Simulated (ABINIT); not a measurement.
# σyy against uniaxial strain in diamond-structure C (space group 227): C12 (ABINIT, LDA)

```yaml
crystal:
  lattice:
    - [0.00000, 1.76886, 1.76886]
    - [1.74232, 0.00000, 1.76886]
    - [1.74232, 1.76886, 0.00000]
  atoms:
    - { symbol: C, position: [0.50000, 0.50000, 0.50000] }
    - { symbol: C, position: [0.75000, 0.75000, 0.75000] }
```

Method: LDA (PW92), norm-conserving pseudopotentials (PseudoDojo nc-sr-04 LDA standard) (plane waves; ABINIT). Settings: pseudos = [C.upf]; ecut = 1442 eV; occopt = 3; tsmear = 0.01 eV; ngkpt = 18 18 18; nshiftk = 1; shiftk = 0 0 0; potentials = PseudoDojo nc-sr-04 LDA standard; nband = 9; kptopt = 1; nstep = 50; tolvrs = 1e-10. The cell above is the first row's. The rows stretch one cube axis (x) by the strain ε and hold the other two. Stress is positive in tension. In all rows fractional positions and the k mesh are held.

| ε (%) | σyy (GPa) |
|---|---|
| -1.5 | -2.43 |
| -1.0 | -1.57 |
| -0.5 | -0.75 |
| 0.0 | 0.01 |
| 0.5 | 0.73 |
| 1.0 | 1.40 |
| 1.5 | 2.03 |
| 2.0 | ? |

The 7 complete rows are fitted with a parabola, σyy against ε. Least squares gives σyy = 0.011 + 1.4857·ε - 0.0943·ε². Residuals (row less fit): 0.000, -0.001, 0.005, -0.001, 0.000, -0.002, 0.003; standard error 0.003 (degrees of freedom: 4). The slope at ε = 0, 1.4857 GPa per cent, gives C12 ≈ 100 × 1.4857 = 149 GPa, for the static lattice.

### Question
Estimate the missing σyy (ε = 2.0); what did the run itself give?

### Answer
σyy = 0.011 + 1.4857 × 2.0 - 0.0943 × 2.0² = 2.605 GPa. The calculation gives 2.62 GPa, 0.015 GPa above the prediction (0.3 % of the range of σyy in the table). The row lies outside the fitted rows, so this is an extrapolation. From the scatter of the fitted rows alone, a prediction at this place has a standard error of 0.006 GPa, so the miss is 2.4 times that.

Carrying the step between the two nearest rows on in a straight line would have given 2.66, off by 0.04; series whose last step already gives the withheld value aren't shown. The reference cell has the volume at which an earlier scan in this program and functional put its minimum by a fit. The runs keep the symmetry of the cell, so they don't test it for distortions. The unstrained cell stands at a pressure of -0.01 GPa, and the constants belong to that pressure. By symmetry this strain leaves no force on the atoms; the largest in the rows is 0.000 eV/Å. Cutoffs and mesh are single choices, not tested for convergence of this quantity. Series with a scatter that would blur these digits, or in which a gap closes, are not shown. Strain series were run only where this level's volume lies within 10 % of a first guess from the measured size.
